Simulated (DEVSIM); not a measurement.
**abrupt GaSb p-n junction**

Device: abrupt GaSb p-n junction, at 300 K.

| layer (left to right) | material | thickness (μm) | Nd (cm⁻³) | Na (cm⁻³) | τn (s) | τp (s) |
|---|---|---|---|---|---|---|
| 1 | GaSb | 3.80 | - | 1e16 | 3.2e-9 | 3.2e-9 |
| 2 | GaSb | 200 | 2.7e14 | - | 3.2e-9 | 3.2e-9 |

Left contact: ohmic. Right contact: ohmic. Voltage is applied to the left contact. Recombination: SRH at mid-gap, Auger. Mobility is μmin + (μ − μmin)/(1 + (N/Nref)^α).

This is a model device: material constants are rounded textbook-type values typed into the input, and sizes, dopings and lifetimes were drawn at random. Values at 300 K.

```tsv
parameter	GaSb
gap (eV)	0.726
affinity (eV)	4.06
permittivity	15.7
Nc (cm⁻³)	2.1e17
Nv (cm⁻³)	1.8e19
μn (cm²/Vs)	5000
μp (cm²/Vs)	850
μn,min	1000
μp,min	190
Nref,n	2.8e17
Nref,p	9e17
αn	1.05
αp	0.65
Cn (cm⁶/s)	5e-30
Cp (cm⁶/s)	5e-30
```

DEVSIM, 1D drift-diffusion, Boltzmann statistics, complete ionisation; no tunnelling, impact ionisation, image-force lowering or self-heating.

```json
{
 "potential_step_across_the_device_at_zero_bias": "0.360 V",
 "largest_field_in_the_device_at_zero_bias": "5900 V/cm",
 "Dark forward voltage at 1 A/cm²": "0.325 V"
}
```

Dark forward current:

```csv
V (V),J (A/cm²)
0.05,0.0035
0.15,0.065
0.25,0.47
0.30,0.82
0.40,1.7
0.50,2.6
0.60,3.6
0.65,4.1
0.75,5.1
0.85,6.2
0.95,7.2
1.00,7.7
1.10,8.8
1.20,9.9
```
